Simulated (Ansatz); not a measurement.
The starting structures come from a database of crystals and need not be the phases stable at ambient conditions.

 Where the default PAW files enter, the runs use the earlier of Ansatz's two default sets.

By PBEsol, the system below comes out a metal.

The ballistic (Sharvin) conductance counts the channels at the Fermi level: G/A = (e²/h) × channels of both spins per area.

Consider the following.

```yaml
crystal:
  lattice:
    - [3.66328, 0.00000, 0.00000]
    - [0.00000, 9.88514, 0.00000]
    - [0.00000, 4.94257, 4.94257]
  atoms:
    - { symbol: Hf, position: [0.50000, 0.32677, 0.50000] }
    - { symbol: Hf, position: [0.50000, 0.67323, 0.50000] }
    - { symbol: Hf, position: [0.50000, 0.82677, 0.84646] }
    - { symbol: Hf, position: [0.50000, 0.17323, 0.15354] }
    - { symbol: Hf, position: [0.00000, 0.50000, 0.00000] }
    - { symbol: Hf, position: [0.00000, 0.00000, 0.00000] }
    - { symbol: Si, position: [0.00000, 0.37640, 0.74720] }
    - { symbol: Si, position: [0.00000, 0.62360, 0.25280] }
    - { symbol: Si, position: [0.00000, 0.12360, 0.50000] }
    - { symbol: Si, position: [0.00000, 0.87640, 0.50000] }
```

Space group of this cell: P4/mbm. The cell is taken as given; by PBEsol its mean pressure is -2.6 GPa.

The current flows along the normal of the first two printed cell vectors, the (110) plane of the conventional cell. No spin-orbit coupling; the value is a mean over 0.1 eV about the Fermi level.

### Question
Compute, with Ansatz (a quantum-chemistry and plane-wave program) with PBEsol, the ballistic conductance per area.

### Answer
0.50 × 10¹⁵ S/m² for both spins.
